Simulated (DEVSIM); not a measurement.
System: abrupt Si n-p junction, at 250 K.

| layer (left to right) | material | thickness (μm) | Nd (cm⁻³) | Na (cm⁻³) | τn (s) | τp (s) |
|---|---|---|---|---|---|---|
| 1 | Si | 2.80 | 1.6e16 | - | 1.7e-6 | 1.7e-6 |
| 2 | Si | 20.0 | - | 3.1e15 | 1.7e-6 | 1.7e-6 |

Left contact: ohmic. Right contact: ohmic. Voltage is applied to the left contact. Recombination: SRH at mid-gap. Mobility is μmin + (μ − μmin)/(1 + (N/Nref)^α).

The device is made up for the run: typed textbook-type constants, with dimensions and the other settings drawn at random. Values at 300 K; Nc and Nv go as T^1.5, mobilities as T to minus their exponent, the gap by Varshni's rule with the affinity fixed.

```csv
parameter,Si
gap (eV),1.124
affinity (eV),4.05
permittivity,11.7
Nc (cm⁻³),2.86e19
Nv (cm⁻³),3.1e19
μn (cm²/Vs),1417
μp (cm²/Vs),470
"μn,min",52
"μp,min",45
"Nref,n",9.7e16
"Nref,p",2.2e17
αn,0.68
αp,0.72
T exponent of μn,2.3
T exponent of μp,2.2
Varshni α (eV/K),0.000473
Varshni β (K),636
```

Simulated with DEVSIM: 1D drift-diffusion, Boltzmann statistics, complete ionisation; no tunnelling, impact ionisation, image-force lowering or self-heating.

The doping Na of layer 2 was swept, all else fixed.

```json
[
 {"doping Na of layer 2 (cm^-3)": "9.3e13", "dark forward voltage at 1 A/cm² (V)": "0.642", "potential step across the device at zero bias (V)": "0.713", "largest field in the device at zero bias (V/cm)": "7200", "dark forward voltage at 100 A/cm² (V)": "0.993"},
 {"doping Na of layer 2 (cm^-3)": "3.1e14", "dark forward voltage at 1 A/cm² (V)": "0.658", "potential step across the device at zero bias (V)": "0.739", "largest field in the device at zero bias (V/cm)": "9300", "dark forward voltage at 100 A/cm² (V)": "0.918"},
 {"doping Na of layer 2 (cm^-3)": "9.3e14", "dark forward voltage at 1 A/cm² (V)": "0.677", "potential step across the device at zero bias (V)": "0.762", "largest field in the device at zero bias (V/cm)": "14000", "dark forward voltage at 100 A/cm² (V)": "0.891"},
 {"doping Na of layer 2 (cm^-3)": "3.1e15", "dark forward voltage at 1 A/cm² (V)": "0.696", "potential step across the device at zero bias (V)": "0.788", "largest field in the device at zero bias (V/cm)": "24000", "dark forward voltage at 100 A/cm² (V)": "0.876"},
 {"doping Na of layer 2 (cm^-3)": "9.3e15", "dark forward voltage at 1 A/cm² (V)": "0.710", "potential step across the device at zero bias (V)": "0.812", "largest field in the device at zero bias (V/cm)": "37000", "dark forward voltage at 100 A/cm² (V)": "0.870"},
 {"doping Na of layer 2 (cm^-3)": "3.1e16", "dark forward voltage at 1 A/cm² (V)": "0.717", "potential step across the device at zero bias (V)": "0.838", "largest field in the device at zero bias (V/cm)": "[?]", "dark forward voltage at 100 A/cm² (V)": "[?]"},
 {"doping Na of layer 2 (cm^-3)": "9.3e16", "dark forward voltage at 1 A/cm² (V)": "0.719", "potential step across the device at zero bias (V)": "0.861", "largest field in the device at zero bias (V/cm)": "59000", "dark forward voltage at 100 A/cm² (V)": "0.849"}
]
```

Problem. Complete the blanks.

Solution. 
- 3.1e16, largest field in the device at zero bias (V/cm): 51000
- 3.1e16, dark forward voltage at 100 A/cm² (V): 0.863
